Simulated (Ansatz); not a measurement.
The starting structures come from a database of crystals and need not be the phases stable at ambient conditions.

Tunnelling through a barrier is set by its complex band structure: the current falls as exp(−2κd) with the smallest κ.

Input:

```xyz
6
Lattice="3.3464 0.0000 0.0000 0.0000 5.2952 0.0000 0.0000 1.0187 3.2709" Properties=species:S:1:pos:R:3 pbc="T T T"
Na     0.6807     3.8393     0.5216
Na     2.3539     2.4746     2.7493
H      0.2358     0.8727     1.5007
H      1.9090     5.4412     1.7702
O      0.7570     1.6362     1.1949
O      2.4302     4.6777     2.0760
```

Space group of this cell: P2_1. The cell is taken as given; by PBEsol its mean pressure is 1.7 GPa.

Transport runs along the normal of the first two printed cell vectors.

The gap is the functional's own, uncorrected, and κ follows it; spin-orbit coupling is left out. Mid-gap values are interpolated between the computed energies.

Q: Predict the band gap and the smallest decay constant κ at mid-gap from PBEsol (Ansatz, a first-principles code).

A: Gap 3.55 eV on a 10×6×10 mesh; κ = 0.347 1/Å, at the zone centre.
